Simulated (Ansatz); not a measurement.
We consider hexagonal WC, described by r²SCAN-D4 in Ansatz (plane waves, PAW).

Numerical settings: plane-wave cutoff 560 eV, 24×24×20 k mesh (along the axes of the cell as run), Fermi–Dirac smearing 0.05 eV, no spin polarisation, scalar-relativistic PAW data made under PBE.

The cell is scaled about its equilibrium volume:

Shape and atoms are relaxed at each volume.

```json
[
 {"V (Å³/atom)": "9.945", "P (GPa)": "18.08", "c (Å)": "2.799", "a (Å)": "2.864"},
 {"V (Å³/atom)": "10.152", "P (GPa)": "8.57", "c (Å)": "2.815", "a (Å)": "2.886"},
 {"V (Å³/atom)": "10.360", "P (GPa)": "0.00", "c (Å)": "2.831", "a (Å)": "2.907"},
 {"V (Å³/atom)": "10.567", "P (GPa)": "-7.72", "c (Å)": "2.847", "a (Å)": "2.928"},
 {"V (Å³/atom)": "10.774", "P (GPa)": "-14.68", "c (Å)": "2.862", "a (Å)": "2.949"}
]
```

Note: the bulk modulus comes from volumes at which shape and atoms were relaxed.

Ansatz is a quantum-chemistry and plane-wave program.
